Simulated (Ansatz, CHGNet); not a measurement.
**NbSi2 (model structure, started from the CrSi2 type, P6₂22, No. 180, 9 atoms in the cell): properties by level of theory**

```json
[
 {"level (code)": "CHGNet 0.3.0", "equilibrium lattice constant a (Å)": "…", "c axis length (Å)": "6.580"},
 {"level (code)": "CHGNet-r²SCAN", "equilibrium lattice constant a (Å)": "4.812", "c axis length (Å)": "6.573"},
 {"level (code)": "LDA (Ansatz)", "equilibrium lattice constant a (Å)": "4.745", "c axis length (Å)": "6.534"},
 {"level (code)": "PBEsol (Ansatz)", "equilibrium lattice constant a (Å)": "4.770", "c axis length (Å)": "6.570"},
 {"level (code)": "r²SCAN (Ansatz)", "equilibrium lattice constant a (Å)": "…", "c axis length (Å)": "6.580"}
]
```

**Question.** Some entries are withheld; supply them.

**Answer.** 
- CHGNet 0.3.0, equilibrium lattice constant a (Å): 4.828
- r²SCAN (Ansatz, an electronic-structure program), equilibrium lattice constant a (Å): 4.796

Ansatz's density-functional and Hartree–Fock values are scalar-relativistic unless marked +SOC, with PAW data made under PBE.

A model structure was made by putting elements into a prototype or built by hand; here it ended with the formula and space group of a phase in our tables.
